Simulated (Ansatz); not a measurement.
## Hypothetical diamond Ba: pressure series

The reference is Ba in the diamond structure (space group Fd-3m, No. 227; a hypothetical phase, not in the database extracts checked).

```cif
data_Ba2
_chemical_formula_sum 'Ba2'
_space_group_name_H-M_alt 'P 1'
_space_group_IT_number 1
_cell_length_a 5.42670
_cell_length_b 5.42670
_cell_length_c 5.42670
_cell_angle_alpha 60.000
_cell_angle_beta 60.000
_cell_angle_gamma 60.000
loop_
_space_group_symop_operation_xyz
  'x, y, z'
loop_
_atom_site_label
_atom_site_type_symbol
_atom_site_fract_x
_atom_site_fract_y
_atom_site_fract_z
_atom_site_occupancy
Ba1 Ba 0.25000 0.25000 0.25000 1
Ba2 Ba 0.00000 0.00000 0.00000 1
```

Cell and atoms are relaxed at each pressure.

Levels (all Ansatz, a first-principles code, PAW): PBE (420 eV, no spin-orbit coupling); PBEsol (420 eV, without spin-orbit coupling).

The base cell above is that of PBE; each level relaxes its own structures.

| case | volume per atom, PBE | volume per atom, PBEsol |
|---|---|---|
| pressure 0.3 GPa | 54.73 Å³ | ___ |
| pressure 0.7 GPa | 52.93 Å³ | 48.62 Å³ |
| pressure 1.5 GPa | 50.29 Å³ | 46.85 Å³ |
| pressure 3 GPa | 47.05 Å³ | ___ |
| pressure 5 GPa | 44.19 Å³ | 42.12 Å³ |
| pressure 7.5 GPa | 41.67 Å³ | ___ |
| pressure 10 GPa | 39.77 Å³ | 38.32 Å³ |

What belongs in the blanks?


- pressure 0.3 GPa, volume per atom, PBEsol: 49.71 Å³
- pressure 3 GPa, volume per atom, PBEsol: 44.44 Å³
- pressure 7.5 GPa, volume per atom, PBEsol: 39.99 Å³

PBE lies above PBEsol in every row, by 1.46 Å³ to 5.02 Å³. They put the cases in the same order.

Load acts through the strain it causes; cell and atoms are relaxed under it. No phonon test of stability was made. No other phases were tried under pressure.
